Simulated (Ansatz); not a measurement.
Here is the system:

End structure of the 1x1 (110) surface of bcc Mo:

```xyz
8
Lattice="5.4747 0.0000 0.0000 -0.9124 2.5808 0.0000 0.0000 0.0000 26.0000" Properties=species:S:1:pos:R:3 pbc="T T T"
Mo     0.9124     1.2904     9.7315
Mo     3.6498     1.2904     9.7315
Mo     0.0000     0.0000    11.8730
Mo     2.7373     0.0000    11.8730
Mo     0.9124     1.2904    14.1270
Mo     3.6498     1.2904    14.1270
Mo     0.0000     0.0000    16.2685
Mo     2.7373     0.0000    16.2685
```

Model: 8-atom slab, 6.5 Å thick at the start (thin: gaps and levels are the slab's own), 6x12x1 mesh, Fermi-Dirac 0.1 eV, dipole correction, 4 atoms held, the rest relaxed; start symmetry kept, larger cells not searched; no spin, no spin-orbit, no U.

Predict the work function of the top face from PBE in Ansatz (an electronic-structure program).

4.59 eV
